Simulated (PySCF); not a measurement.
PySCF 2.14.0, PBE0/def2-svp: acene of 2 rings, 18 atoms. The geometry is a generated start, not checked to be a minimum at this level.

```python
import time
import numpy
from pyscf import lib
from pyscf import gto, scf, dft, mp, cc, sgx
lib.logger.TIMER_LEVEL = 4
t0 = time.perf_counter()

mol = gto.M(
    atom='''
C     -2.46000000     0.71014000     0.00000000
C     -2.46000000    -0.71014000     0.00000000
C     -1.23000000     1.42028000     0.00000000
C     -1.23000000    -1.42028000     0.00000000
C      0.00000000     0.71014000     0.00000000
C      0.00000000    -0.71014000     0.00000000
C      1.23000000     1.42028000     0.00000000
C      1.23000000    -1.42028000     0.00000000
C      2.46000000     0.71014000     0.00000000
C      2.46000000    -0.71014000     0.00000000
H     -1.23000000    -2.50528000     0.00000000
H      1.23000000    -2.50528000     0.00000000
H      3.39964000     1.25264000     0.00000000
H      3.39964000    -1.25264000     0.00000000
H     -3.39964000     1.25264000     0.00000000
H     -3.39964000    -1.25264000     0.00000000
H     -1.23000000     2.50528000     0.00000000
H      1.23000000     2.50528000     0.00000000
''',
    basis='def2-svp',
    max_memory=3000,
    verbose=4,
)
mf = dft.RKS(mol, xc='pbe0')
mf.chkfile = None
mf.kernel()
print('SCF converged:', mf.converged)
print('E(SCF) = %.10f' % mf.e_tot)
print('basis functions:', mol.nao_nr())
print('integrals held in memory:', getattr(mf, '_eri', None) is not None)
t1 = time.perf_counter()
print('wall of the SCF part: %.3f s' % (t1 - t0))
print('run ended')
```

The program reports basis functions: 180, grid points: 219648.

It runs on a single node (Arm Neoverse V2, 96 cores on 1 socket, no SMT, 1 L3 cache group; 94 cores' worth of CPU time may be used).

Times are wall-clock medians of two to five runs, from launch to exit, with nothing else on the machine. Processes are pinned to neighbouring cores unless said otherwise. The build: PyPI wheel: OpenMP (GNU), a bundled serial OpenBLAS 0.3.3 under its C layer, NumPy's threaded OpenBLAS held to generic ARMv8 kernels, libcint, Libxc; another build can shift the numbers. Scratch files lie in a memory file system. This build's BLAS runs threads of its own beside OpenMP's, on the same cores; «BLAS threads» counts them.

Started as
```bash
OMP_NUM_THREADS=32 OPENBLAS_NUM_THREADS=1 python -u run.py
```
(32 threads, 1 BLAS thread) it takes 2.7 s and 11 Fock builds (products with the orbital Hessian counted alike).

Q: Predict the time once the run is changed to 32 threads, 32 BLAS threads.

A: About 5.6 s (3 runs within 13 %): 2.1× as long. The largest move is in the rest of the SCF (integrals kept in memory, diagonalisation, DIIS): 0.46 s to 2.9 s. With 32 BLAS threads beside the program's own on the same cores the CPU time is 147 s against 56 s. The BLAS threads cost time here: 32 threads, 32 BLAS threads takes 5.6 s and 150 core-seconds of CPU time, the same layout with one BLAS thread 2.7 s and 56. Change in the result: energy equal as printed.
